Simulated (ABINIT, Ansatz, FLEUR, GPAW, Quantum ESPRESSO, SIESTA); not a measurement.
# One structure in several programs: Mg6ZrSi (Amm2, 8 atoms in the cell)

Self-consistent single point.

```
Mg6ZrSi
1.0
    4.82386     0.00000     0.00000
    0.00000     3.20636     5.42384
    0.00000    -3.20636     5.42384
Mg Zr Si
6 1 1
Direct
  0.00000   0.33350   0.83036
  0.00000   0.83036   0.33350
  0.00000   0.33315   0.33315
  0.50000   0.17109   0.66209
  0.50000   0.66209   0.17109
  0.50000   0.16751   0.16751
  0.00000   0.82339   0.82339
  0.50000   0.67891   0.67891
```

All programs got the same cell, k-point mesh and kind of occupations (in Ansatz's words: kpoints.mp_grid.grid = 4 3 3; scf.occupations.method = fermi_dirac; scf.occupations.width = 0.1 eV); potentials, basis and cutoffs are each program's usual ones.

| code | model | pressure (GPa) | largest force (eV/Å) | k-points | cutoff |
|---|---|---|---|---|---|
| GPAW | PBEsol, GPAW PAW datasets PBEsol (made by gpaw-setup) | -0.96 | 0.077 | 12 | 850 eV |
| ABINIT | PBEsol, norm-conserving pseudopotentials (PseudoDojo nc-sr-04 PBEsol standard) | -0.92 | 0.077 | 12 | 42 Ha |
| Ansatz | PBEsol, PAW files made with PBE | -0.96 | 0.078 | 12 | default |
| Quantum ESPRESSO | PBEsol, SSSP 1.1.2 efficiency (PBE) pseudopotentials | -0.91 | 0.080 | 12 | 50 Ry |
| FLEUR | PBEsol, all-electron FLAPW (FLEUR), scalar-relativistic valence | – | 0.077 | 12 | Kmax 4 1/bohr |
| SIESTA | GGA PBEsol, numerical atomic orbitals DZP, PseudoDojo PBEsol standard norm-conserving potentials (rewritten from UPF to PSML) | 1.71 | – | 20 | grid 350 Ry |

Size of the force on each atom (eV/Å): Sizes of forces hide their directions.

```json
[
 {"code": "GPAW", "Mg1": "0.077", "Mg2": "0.077", "Mg3": "0.036", "Mg4": "0.034", "Mg5": "0.034", "Mg6": "0.012", "Zr7": "0.069", "Si8": "0.034"},
 {"code": "ABINIT", "Mg1": "0.077", "Mg2": "0.077", "Mg3": "0.036", "Mg4": "0.037", "Mg5": "0.037", "Mg6": "0.017", "Zr7": "0.069", "Si8": "0.028"},
 {"code": "Ansatz", "Mg1": "0.078", "Mg2": "0.078", "Mg3": "0.036", "Mg4": "0.032", "Mg5": "0.032", "Mg6": "0.012", "Zr7": "0.070", "Si8": "0.032"},
 {"code": "Quantum ESPRESSO", "Mg1": "0.080", "Mg2": "0.080", "Mg3": "0.037", "Mg4": "0.032", "Mg5": "0.032", "Mg6": "0.013", "Zr7": "0.068", "Si8": "0.024"},
 {"code": "FLEUR", "Mg1": "0.077", "Mg2": "0.077", "Mg3": "0.036", "Mg4": "0.030", "Mg5": "0.030", "Mg6": "0.012", "Zr7": "0.070", "Si8": "0.029"}
]
```

A dash marks a value that a program does not give, or that is left out as unsure.

The spread over the programs that give each value: pressure within 2.67 GPa; largest force within 0.003 eV/Å.

The starting cell comes from a database of computed structures (which also holds hypothetical and non-ambient phases and stackings), without a prior relaxation at this level. On Ansatz's run: Without a gap this mesh is coarse (it stands for a supercell whose shortest vector is 19 Å).

Why do the programs differ, and what cannot be compared?

Differences of this kind can come from the potentials, where these differ, and from what each basis and cutoff leave unconverged. The valence holds different numbers of electrons (GPAW 76, ABINIT 76, Ansatz (an electronic-structure program) 76, Quantum ESPRESSO 28, FLEUR 76, SIESTA 76). The zero of total energies and Fermi levels follows the potentials and each program's conventions, so they are not compared here. SIESTA uses small atom-centred bases, whose incompleteness enters pressures, forces and empty levels differently from a plane-wave cutoff. FLEUR treats all electrons, but the usual bases taken here (sphere radii, linearisation, local orbitals, empty states) were not tested for convergence, so the values are no reference for the others. Ansatz's pressure is given at a fixed set of plane waves, as the other plane-wave codes print theirs. The programs reduce the same mesh by symmetry to different extents, which changes the work and not the result. In the pressure, SIESTA (by 2.65) lies more than 1 GPa from the median of the plane-wave programs.

The shared mesh is coarse (it stands for a supercell whose shortest vector is 19 Å), so the values are not converged in it.

Left out of this page: CP2K (unsound by tests on forces, stress, charge or solver warnings); Elk (not drawn, or without a comparable value).

Keys are those of Ansatz 0.2.
